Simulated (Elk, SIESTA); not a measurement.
A SIESTA input for a self-consistent single point of CaGa₂ (P6/mmm, 3 atoms in the cell) (DFT, GGA PBEsol, numerical atomic orbitals DZP, PseudoDojo PBEsol standard norm-conserving potentials (rewritten from UPF to PSML)):

```
# files in the folder: Ca.psml Ga.psml (PseudoDojo PBEsol standard)
SystemName  CaGa2
SystemLabel siesta

NumberOfAtoms                3
NumberOfSpecies              2
%block ChemicalSpeciesLabel
  1 20 Ca
  2 31 Ga
%endblock ChemicalSpeciesLabel
LatticeConstant              1.0 Ang
%block LatticeVectors
     4.154083000    0.000000000    0.000000000
    -2.077041000    3.597541000    0.000000000
     0.000000000    0.000000000    4.328082000
%endblock LatticeVectors
AtomicCoordinatesFormat      Ang
%block AtomicCoordinatesAndAtomicSpecies
     0.000000000    0.000000000    0.000000000  1
    -0.000001744    2.398361866    2.164041000  2
     2.077043744    1.199179134    2.164041000  2
%endblock AtomicCoordinatesAndAtomicSpecies

XC.functional                GGA
XC.authors                   PBEsol
PAO.BasisSize                DZP
PAO.EnergyShift              0.01 Ry
MeshCutoff                   350 Ry
%block kgrid.MonkhorstPack
    7   0   0  0.0
    0   7   0  0.0
    0   0   6  0.0
%endblock kgrid.MonkhorstPack
OccupationFunction           FD
ElectronicTemperature        100.0 meV

MaxSCFIterations             150
SCF.Mixer.Method             Pulay
SCF.Mixer.Weight             0.25
SCF.Mixer.History            8
SCF.DM.Tolerance             1.0E-05
Diag.ParallelOverK           true
WriteForces                  true
Charge.Mulliken              end
```

Problem. Write the same calculation as an input for Elk.

Solution. One input that does it (others would too):

```
tasks
  0

xctype
  22

tforce
  .true.

rgkmax
  8.0

gmaxvr
  18.0

lmaxapw
  10

lmaxo
  8

nxlo
  2

lorbcnd
  .true.

lradstp
  2

nrmtscf
  2.0

rmtscf
  0.9

lmaxi
  4

stype
  3

swidth
  0.00367493

scale
  1.889726125

avec
    4.1540827648   -0.0000001954    0.0000000000
   -2.0770412132    3.5975413014    0.0000000000
    0.0000000000    0.0000000000    4.3280820000

sppath
  './'

atoms
  2   : nspecies
  'Ca.in'   : spfname
  1   : natoms; atposl, bfcmt below
  0.0000000000  0.0000000000  0.0000000000    0.0 0.0 0.0
  'Ga.in'   : spfname
  2   : natoms; atposl, bfcmt below
  0.3333333333  0.6666666667  0.5000000000    0.0 0.0 0.0
  0.6666666667  0.3333333333  0.5000000000    0.0 0.0 0.0

ngridk
  7 7 6
```

Basis settings and potentials, where a program has them, do not carry over. This input uses DFT, PBEsol, all-electron FP-LAPW, Elk's shipped species files, APW+lo basis with extra local orbitals.

The starting cell comes from a database of computed structures (which also holds hypothetical and non-ambient phases and stackings), without a prior relaxation at this level. For this run, on top of that: lattice scaled by 0.98.
